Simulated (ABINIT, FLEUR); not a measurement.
An ABINIT input for a self-consistent single point of Ba₃Bi₂ (Pm-3m, 5 atoms in the cell) (DFT, LDA (PW92), plane waves, norm-conserving pseudopotentials (PseudoDojo nc-sr-04 LDA standard)):

```
# Ba3Bi2, PseudoDojo nc-sr-04 LDA standard
pp_dirpath "./"
pseudos "Ba.upf, Bi.upf"
acell 3*1.0
rprim
        11.9686522199    0.0000000000    0.0000000000
         0.0000000000   11.9686522199    0.0000000000
         0.0000000000    0.0000000000   11.9686522199
natom 5
ntypat 2
znucl 56 83
typat 1 1 1 2 2
xred
         0.0000000000    0.5000000000    0.5000000000
         0.5000000000    0.0000000000    0.5000000000
         0.5000000000    0.5000000000    0.0000000000
         0.0000000000    0.0000000000    0.0000000000
         0.5000000000    0.5000000000    0.5000000000
ecut 35
occopt 3
tsmear 0.00183747
nband 39
kptopt 1
ngkpt 5 5 5
nshiftk 1
shiftk 0 0 0
nstep 60
tolvrs 1.0e-12
prtwf 0
prtden 0
enunit 1
```

### Question
Give the FLEUR input for the same structure, mesh, smearing and functional.

### Answer
One input that does it (others would too):

Input of the input generator:

```
Ba3Bi2
&input film=f /
6.3335380000 0.0000000000 0.0000000000
0.0000000000 6.3335380000 0.0000000000
0.0000000000 0.0000000000 6.3335380000
1.8897261246
1.0 1.0 1.0

5
56 0.0000000000 0.5000000000 0.5000000000
56 0.5000000000 0.0000000000 0.5000000000
56 0.5000000000 0.5000000000 0.0000000000
83 0.0000000000 0.0000000000 0.0000000000
83 0.5000000000 0.5000000000 0.5000000000

&comp jspins=1 /
&exco xctyp='pz' /
&kpt div1=5 div2=5 div3=5 /
&end /
```

```xml
<?xml version="1.0" encoding="UTF-8" standalone="no"?>
<fleurInput fleurInputVersion="0.39">
   <comment>
      Ba3Bi2                                                                                              
   </comment>
   <calculationSetup>
      <cutoffs Kmax="3.8" Gmax="13.3" GmaxXC="13.3" numbands="0"/>
      <scfLoop itmax="100" minDistance="0.00001" maxIterBroyd="15" imix="Anderson" alpha="0.05" precondParam="0.0" spinf="2.0"/>
      <coreElectrons ctail="T" frcor="F" kcrel="0" coretail_lmax="0"/>
      <xcFunctional name="pz" relativisticCorrections="F"/>
      <magnetism jspins="1"/>
      <soc l_soc="F" theta="0.0" phi="0.0" spav="F"/>
      <expertModes spex="0" secvar="F"/>
      <geometryOptimization l_f="T" forcealpha="1.0" forcemix="BFGS" epsdisp="0.00001" epsforce="0.00001"/>
      <ldaU l_linMix="F" mixParam="0.05" spinf="1.0"/>
   </calculationSetup>
   <cell>
      <bzIntegration valenceElectrons="60.0" mode="hist" fermiSmearingEnergy="0.00183747">
         <kPointListSelection listName="default-1"/>
         <!-- k-points included here -->
         <xi:include xmlns:xi="http://www.w3.org/2001/XInclude" href="kpts.xml"> </xi:include>
      </bzIntegration>
      <!-- symmetry operations included here -->
      <xi:include xmlns:xi="http://www.w3.org/2001/XInclude" href="sym.xml"> </xi:include>
      <bulkLattice scale="1.0">
         <bravaisMatrix>
            <row-1>   11.9686522197468346     0.0000000000000000     0.0000000000000000</row-1>
            <row-2>    0.0000000000000000    11.9686522197468346     0.0000000000000000</row-2>
            <row-3>    0.0000000000000000     0.0000000000000000    11.9686522197468346</row-3>
         </bravaisMatrix>
      </bulkLattice>
   </cell>
   <atomSpecies>
      <species name="Barium (Ba)" element="Ba" atomicNumber="56">
         <mtSphere radius="2.63" gridPoints="925" logIncrement="0.014"/>
         <atomicCutoffs lmax="10" lnonsphr="8"/>
         <electronConfig flipSpins="F">
            <coreConfig>(1s1/2) (2s1/2) (2p1/2) (2p3/2) (3s1/2) (3p1/2) (3p3/2) (4s1/2) (3d3/2) (3d5/2) (4p1/2) (4p3/2) (4d3/2) (4d5/2)</coreConfig>
            <valenceConfig>(5s1/2) (5p1/2) (5p3/2) (6s1/2)</valenceConfig>
         </electronConfig>
         <energyParameters s="6" p="6" d="5" f="4"/>
         <lo type="SCLO" l="0" n="5" eDeriv="0"/>
         <lo type="SCLO" l="1" n="5" eDeriv="0"/>
      </species>
      <species name="Bismuth (Bi)" element="Bi" atomicNumber="83">
         <mtSphere radius="2.63" gridPoints="925" logIncrement="0.015"/>
         <atomicCutoffs lmax="10" lnonsphr="8"/>
         <electronConfig flipSpins="F">
            <coreConfig>(1s1/2) (2s1/2) (2p1/2) (2p3/2) (3s1/2) (3p1/2) (3p3/2) (4s1/2) (3d3/2) (3d5/2) (4p1/2) (4p3/2) (5s1/2) (4d3/2) (4d5/2) (5p1/2) (5p3/2) (4f5/2) (4f7/2)</coreConfig>
            <valenceConfig>(6s1/2) (5d3/2) (5d5/2) (6p1/2) (6p3/2)</valenceConfig>
            <stateOccupation state="(6p1/2)" spinUp="0.5" spinDown="0.5"/>
            <stateOccupation state="(6p3/2)" spinUp="1.0" spinDown="1.0"/>
         </electronConfig>
         <energyParameters s="6" p="6" d="6" f="5"/>
         <lo type="SCLO" l="2" n="5" eDeriv="0"/>
      </species>
   </atomSpecies>
   <atomGroups>
      <atomGroup species="Barium (Ba)">
         <relPos label="                   1">.0000000000 1.000/2.000 1.000/2.000</relPos>
         <relPos label="                   2">1.000/2.000 .0000000000 1.000/2.000</relPos>
         <relPos label="                   3">1.000/2.000 1.000/2.000 .0000000000</relPos>
         <force calculate="T" relaxXYZ="TTT"/>
      </atomGroup>
      <atomGroup species="Bismuth (Bi)">
         <relPos label="                   4">.0000000000 .0000000000 .0000000000</relPos>
         <force calculate="T" relaxXYZ="TTT"/>
      </atomGroup>
      <atomGroup species="Bismuth (Bi)">
         <relPos label="                   5">1.000/2.000 1.000/2.000 1.000/2.000</relPos>
         <force calculate="T" relaxXYZ="TTT"/>
      </atomGroup>
   </atomGroups>
   <output dos="F" band="F" slice="F">
      <checks vchk="F" cdinf="F"/>
      <bandDOS minEnergy="-.5*Htr" maxEnergy="0.5*Htr" sigma="0.015" storeEVData="T"/>
      <vacuumDOS vacdos="F" integ="F" star="F" nstars="0" locx1="0.0" locy1="0.0" locx2="0.0" locy2="0.0" nstm="0" tworkf="0.0"/>
      <unfoldingBand unfoldBand="F" supercellX="1" supercellY="1" supercellZ="1"/>
      <plotting iplot="0" polar="F">
         <plot TwoD="T" vec1="  1.0  0.0  0.0" vec2="  0.0  1.0  0.0" vec3="  0.0  0.0  1.0" zero="  0.0  0.0  0.0" file="plot"/>
      </plotting>
      <chargeDensitySlicing numkpt="0" minEigenval="0.0" maxEigenval="0.0" nnne="0" pallst="F"/>
      <specialOutput eonly="F"/>
      <magneticCircularDichroism mcd="F" energyLo="-10.0" energyUp="0.0"/>
   </output>
  <!-- We include the file relax.xml here to enable relaxations (see documentation) -->
  <xi:include xmlns:xi="http://www.w3.org/2001/XInclude" href="relax.xml"> <xi:fallback/> </xi:include>
</fleurInput>
```

Basis settings and potentials, where a program has them, do not carry over. This input uses DFT, LDA (Perdew-Zunger), all-electron FLAPW (FLEUR), scalar-relativistic valence. LDA parametrisations can differ slightly between programs.

The starting cell comes from a database of computed structures (which also holds hypothetical and non-ambient phases and stackings), without a prior relaxation at this level. Its lattice was rescaled by a random factor within 2.5 % of one. For this run, on top of that: lattice scaled by 0.98.
